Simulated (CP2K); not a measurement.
CP2K run on NbAu2 (P1, 3 atoms in the cell): self-consistent single point.

Computed with LDA (Pade form), GPW, DZVP-MOLOPT-SR-GTH basis, GTH-PADE potentials (GTH_POTENTIALS) run with CP2K.

```xyz
3
Lattice="4.6765 0.0000 0.0000 -2.3382 4.0499 0.0000 0.0000 0.0000 2.7431" Properties=species:S:1:pos:R:3 pbc="T T T"
Nb     0.0047     0.0671    -0.0243
Au     2.3536     1.3001     1.3504
Au    -0.0200     2.6827     1.4170
```

Reference input (self-consistent single point, DFT PBEsol, GPW, DZVP-MOLOPT-SR-GTH basis, GTH-PBE potentials (GTH_POTENTIALS)): CUTOFF = 500 Ry; REL_CUTOFF = 50 Ry; SMEAR/METHOD = FERMI_DIRAC; ELECTRONIC_TEMPERATURE = 1578.21 K; KPOINTS/SCHEME = MONKHORST-PACK 5 5 7; XC_FUNCTIONAL = PBE:PBESOL; Nb/BASIS_SET = DZVP-MOLOPT-SR-GTH; Nb/POTENTIAL = GTH-PBE-q13; Au/BASIS_SET = DZVP-MOLOPT-SR-GTH; Au/POTENTIAL = GTH-PBE-q11; METHOD = GPW; EPS_DEFAULT = 1e-10. This run's input differs from it in these lines:

```diff
@@ -42,6 +42,3 @@
     &XC
-      &XC_FUNCTIONAL
-        &PBE
-          PARAMETRIZATION PBESOL
-        &END PBE
+      &XC_FUNCTIONAL PADE
       &END XC_FUNCTIONAL
@@ -78,3 +75,3 @@
       BASIS_SET DZVP-MOLOPT-SR-GTH
-      POTENTIAL GTH-PBE-q13
+      POTENTIAL GTH-PADE-q13
     &END KIND
@@ -82,3 +79,3 @@
       BASIS_SET DZVP-MOLOPT-SR-GTH
-      POTENTIAL GTH-PBE-q11
+      POTENTIAL GTH-PADE-q11
     &END KIND
```

The program printed (abridged):

```
 SCF WAVEFUNCTION OPTIMIZATION

  Step     Update method      Time    Convergence         Total energy    Change
     1 NoMix/Diag. 0.20E+00      -     1.37330888      -123.8097221815 -1.24E+02
     2 Broy./Diag. 0.20E+00      -     0.13538657      -127.3717270186 -3.56E+00
     3 Broy./Diag. 0.20E+00      -     0.21729589      -125.1735253351  2.20E+00
     4 Broy./Diag. 0.20E+00      -     0.01628080      -123.6224000505  1.55E+00
     5 Broy./Diag. 0.20E+00      -     0.04366293      -123.6531844368 -3.08E-02
     6 Broy./Diag. 0.20E+00      -     0.00558700      -123.7242551715 -7.11E-02
   [... 6 lines left out ...]
    13 Broy./Diag. 0.20E+00      -     0.00000212      -123.7270008887 -4.40E-06
    14 Broy./Diag. 0.20E+00      -     0.00000018      -123.7270023824 -1.49E-06
    15 Broy./Diag. 0.20E+00      -     0.00000015      -123.7270025291 -1.47E-07
    16 Broy./Diag. 0.20E+00      -     0.00000001      -123.7270025390 -9.93E-09
  *** SCF run converged in    16 steps ***

  Overlap energy of the core charge distribution:               0.00000009962250
  Self energy of the core charge distribution:               -219.34585080339542
  Core Hamiltonian energy:                                     60.06161154814937
  Hartree energy:                                              52.76309694356010
  Exchange-correlation energy:                                -17.20343362396252
  Electronic entropic energy:                                  -0.00242670299241
  Fermi energy:                                                 0.45118800653675

  Total energy:                                              -123.72700253901473
  Total energy (extrapolated to T->0):                       -123.72578918751853

                     Mulliken Population Analysis

   [... lines left out ...]

 STRESS| Analytical stress tensor [bar]
 STRESS|                        x                   y                   z
 STRESS|      x       -8.05866269951E+04   1.20016505674E+04   1.38875196556E+02
 STRESS|      y        1.20016505674E+04  -5.29426073012E+04  -2.20021923593E+03
 STRESS|      z        1.38875196556E+02  -2.20021923593E+03  -6.10642210485E+04
 STRESS| 1/3 Trace                                            -6.48644851149E+04
```

The run converged in 16 iterations. Against the reference run the pressure goes from 1.89 to -6.49 GPa and the largest force goes from 0.753 to 0.689 eV/Å.

The starting cell comes from a database of computed structures (which also holds hypothetical and non-ambient phases and stackings), without a prior relaxation at this level. Its atoms were displaced at random from the sites of space group no. 191. Spin polarisation is off. Values carry the incompleteness of an atom-centred basis. With a pressure of about -6 GPa the cell is away from its equilibrium volume at this level.

Cost on one core of a shared machine: roughly 90 s.
